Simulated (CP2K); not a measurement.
Worked example: self-consistent single point of CaMg₃ (P-6m2, 4 atoms in the cell) in CP2K

Computed with PBEsol, GPW, DZVP-MOLOPT-SR-GTH basis, GTH-PBE potentials (GTH_POTENTIALS) (CP2K).

Input:

```
&GLOBAL
  PROJECT run
  RUN_TYPE ENERGY_FORCE
  PRINT_LEVEL LOW
&END GLOBAL
&FORCE_EVAL
  METHOD Quickstep
  STRESS_TENSOR ANALYTICAL
  &DFT
    BASIS_SET_FILE_NAME BASIS_MOLOPT
    POTENTIAL_FILE_NAME GTH_POTENTIALS
    &QS
      METHOD GPW
      EPS_DEFAULT 1E-10
    &END QS
    &MGRID
      CUTOFF 1000
      REL_CUTOFF 40
      NGRIDS 5
    &END MGRID
    &SCF
      SCF_GUESS ATOMIC
      EPS_SCF 1E-7
      MAX_SCF 100
      ADDED_MOS 8
      &DIAGONALIZATION
        ALGORITHM STANDARD
      &END DIAGONALIZATION
      &MIXING
        METHOD BROYDEN_MIXING
        ALPHA 0.2
        NBUFFER 8
      &END MIXING
      &SMEAR ON
        METHOD GAUSSIAN
        SIGMA [eV] 0.1
      &END SMEAR
    &END SCF
    &KPOINTS
      SCHEME MONKHORST-PACK 9 9 3
    &END KPOINTS
    &XC
      &XC_FUNCTIONAL
        &PBE
          PARAMETRIZATION PBESOL
        &END PBE
      &END XC_FUNCTIONAL
    &END XC
    &PRINT
      &MO
        EIGENVALUES T
        OCCUPATION_NUMBERS T
        NDIGITS 8
        FILENAME mo
        &EACH
          QS_SCF 0
        &END EACH
        ADD_LAST NUMERIC
      &END MO
      &MULLIKEN OFF
      &END MULLIKEN
    &END PRINT
  &END DFT
  &SUBSYS
    &CELL
      ABC 3.40907000 3.40906981 10.88068000
      ALPHA_BETA_GAMMA 90.00000000 90.00000000 120.00000188
      PERIODIC XYZ
    &END CELL
    &COORD
      SCALED
      Ca       0.00000000     0.00000000     0.50000000
      Mg       0.00000000     0.00000000     0.00000000
      Mg       0.66666700     0.33333300     0.76455000
      Mg       0.66666700     0.33333300     0.23545000
    &END COORD
    &KIND Ca
      BASIS_SET DZVP-MOLOPT-SR-GTH-q10
      POTENTIAL GTH-PBE-q10
    &END KIND
    &KIND Mg
      BASIS_SET DZVP-MOLOPT-SR-GTH-q10
      POTENTIAL GTH-PBE-q10
    &END KIND
  &END SUBSYS
  &PRINT
    &FORCES ON
    &END FORCES
    &STRESS_TENSOR ON
    &END STRESS_TENSOR
  &END PRINT
&END FORCE_EVAL
```

The program printed (abridged):

```
 GLOBAL| Method name                                                        CP2K
 GLOBAL| Project name                                                        run
 GLOBAL| Run type                                                   ENERGY_FORCE

 TOTAL NUMBERS AND MAXIMUM NUMBERS

  Total number of            - Atomic kinds:                                   2
                             - Atoms:                                          4
                             - Shell sets:                                     4
                             - Shells:                                        21
                             - Primitive Cartesian functions:                 27
                             - Cartesian basis functions:                     42
                             - Spherical basis functions:                     41

  Maximum angular momentum of- Orbital basis functions:                        2
                             - Local part of the GTH pseudopotential:          2
                             - Non-local part of the GTH pseudopotential:      3

 SCF PARAMETERS         Density guess:                                    ATOMIC
                        max_scf:                                             100
                        max_diis:                                              4
                        eps_scf:                                        1.00E-07
                        eps_diis:                                       1.00E-01
                        eps_eigval:                                     1.00E-05
                        level_shift [a.u.]:                             0.000000
                        added MOs                                         8    0
                        Mixing method:                            BROYDEN_MIXING
                                                charge density mixing in g-space
                        Smear method:                                   GAUSSIAN
                        Smearing width (sigma) [a.u.]:                  3.67E-03
                        Accuracy threshold:                             1.00E-10
                        No outer SCF

 Extrapolation method: initial_guess

 Number of electrons:                                                         40
 Number of occupied orbitals:                                                 20
 Number of molecular orbitals:                                                28

 Number of orbital functions:                                                 41
 Number of independent orbital functions:                                     41

 SCF WAVEFUNCTION OPTIMIZATION

  Step     Update method      Time    Convergence         Total energy    Change
     1 NoMix/Diag. 0.20E+00      -     1.35422578      -226.5661438600 -2.27E+02
     2 Broy./Diag. 0.20E+00      -     0.31662379      -225.7675365333  7.99E-01
     3 Broy./Diag. 0.20E+00      -     0.03658253      -226.0486907733 -2.81E-01
     4 Broy./Diag. 0.20E+00      -     0.05001330      -226.0597978201 -1.11E-02
     5 Broy./Diag. 0.20E+00      -     0.02241585      -226.0195403188  4.03E-02
     6 Broy./Diag. 0.20E+00      -     0.01443262      -226.0217353018 -2.19E-03
     7 Broy./Diag. 0.20E+00      -     0.00912243      -226.0205379377  1.20E-03
   [... 2 lines left out ...]
    10 Broy./Diag. 0.20E+00      -     0.00006808      -226.0314435356 -4.12E-04
    11 Broy./Diag. 0.20E+00      -     0.00010699      -226.0310559688  3.88E-04
    12 Broy./Diag. 0.20E+00      -     0.00000077      -226.0308443731  2.12E-04
    13 Broy./Diag. 0.20E+00      -     0.00000201      -226.0308683387 -2.40E-05
    14 Broy./Diag. 0.20E+00      -     0.00000006      -226.0308789551 -1.06E-05

  *** SCF run converged in    14 steps ***

  Electronic density on regular grids:        -39.9999999423        0.0000000577
  Core density on regular grids:               39.9999999994       -0.0000000006
  Total charge density on r-space grids:        0.0000000570
  Total charge density g-space grids:           0.0000000570

  Overlap energy of the core charge distribution:               0.00000000000000
  Self energy of the core charge distribution:               -511.37211351436184
  Core Hamiltonian energy:                                    146.31846989417613
  Hartree energy:                                             169.37140727526742
  Exchange-correlation energy:                                -30.34797424487593
  Smearing free energy correction:                             -0.00066836532137
  Fermi energy:                                                 0.17452258142054

  Total energy:                                              -226.03087895514909
  Total energy (extrapolated to sigma->0):                   -226.03054477248841

 ENERGY| Total FORCE_EVAL ( QS ) energy [hartree]           -226.030879028628704

 FORCES| Atomic forces [hartree/bohr]
 FORCES|   Atom     x               y               z               |f|
 FORCES|      1 -1.32393444E-07  9.65579696E-08 -3.91455614E-08   1.68475044E-07
 FORCES|      2 -3.80894474E-06 -5.50865665E-08 -2.91610780E-07   3.82048837E-06
 FORCES|      3  8.63096379E-08 -2.71087616E-07 -9.18573413E-03   9.18573413E-03
 FORCES|      4  8.62898405E-08 -2.71668798E-07  9.18580258E-03   9.18580259E-03
 FORCES| Sum    -3.76873870E-06 -5.01285012E-07 -2.62299027E-07
 FORCES| Total atomic force                                       3.81096823E-06

 STRESS| Analytical stress tensor [bar]
 STRESS|                        x                   y                   z
 STRESS|      x        1.03354523886E+04  -1.84028377591E+02   4.54128551858E-07
 STRESS|      y       -1.84028377591E+02   1.01255343084E+04   3.60226690371E-04
 STRESS|      z        4.54128551858E-07   3.60226690371E-04  -3.72589293821E+03
 STRESS| 1/3 Trace                                             5.57836458627E+03
```

The run converged in 14 iterations.

The starting cell comes from a database of computed structures (which also holds hypothetical and non-ambient phases and stackings), without a prior relaxation at this level. Values carry the incompleteness of an atom-centred basis. The potentials were made for another functional than the one used.
